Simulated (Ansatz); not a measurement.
Start from SnTe in the rock salt structure (space group Fm-3m, No. 225).

```xyz
2
Lattice="0.0000 3.1856 3.1856 3.1856 0.0000 3.1856 3.1856 3.1856 0.0000" Properties=species:S:1:pos:R:3 pbc="T T T"
Te     0.0000     0.0000     0.0000
Sn     3.1856     3.1856     3.1856
```

Cartesian axes are those of the cell as printed.

Method: r2SCAN in Ansatz (plane waves to 500 eV, PAW, no spin-orbit coupling), earlier PAW set.

Strains are applied to the cell and any free atomic positions relax.

One change was made to it. Results:

```json
[
 {"quantity": "energy relative to the base (free energy F)", "base": "0 meV/atom", "after": "+4.7 meV/atom"},
 {"quantity": "band gap", "base": "0.13 eV", "after": "0.16 eV"}
]
```

**Question.** What was done to the base?
(A) uniaxial strain ε_zz = +2.01 %
(B) tensor shear ε_yz = +1.80 %
(C) isotropic strain +5.32 %

**Answer.** A, uniaxial strain ε_zz = +2.01 %. For comparison, the band gap in the other runs: isotropic strain +5.32 % gives 0.53 eV; tensor shear ε_yz = +1.80 % gives zero.

Spin-orbit coupling, missing from the scalar runs, can matter with Te. Whether these cells are dynamically stable was not tested. The final runs are not spin-polarised. A zero or small gap of SnTe can be the functional's error rather than a property of the material.

Ansatz is a program for electronic structure.
